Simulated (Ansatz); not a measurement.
Structures of equal composition on the (111) surface of fcc Ni, ferromagnetic: a layer of Rh in place of the second plane; a layer of Rh in place of the third plane. The slabs share one bottom face, and each structure is named by its start. These are constructed structures in small cells; real faces may alloy, dewet or reconstruct in larger ones, and not all known structures of the face are among them. Slabs of about 10 Å with all that they carry, Fermi-Dirac smearing of 0.1 eV. Bottom of the slabs: a bare face, its two planes held. Relaxed from the named starts with such symmetry as they have, on meshes of like density; energies extrapolated to zero smearing; no spin-orbit coupling, no U. Spin-polarised runs, if any, are marked in brackets, and their order is one that fits the cell; the others ran without spin. Where a second, spin-polarised start was run, the lower counts.

All values below come from PBE (plane waves to 420 eV, PAW; Ansatz, an electronic-structure program).

Order them by energy per 1x1 cell (lowest first) at the level PBE.

a layer of Rh in place of the third plane (0.000 eV [spin, 3.8 μB a cell]), a layer of Rh in place of the second plane (0.047 eV [spin, 3.7 μB a cell])
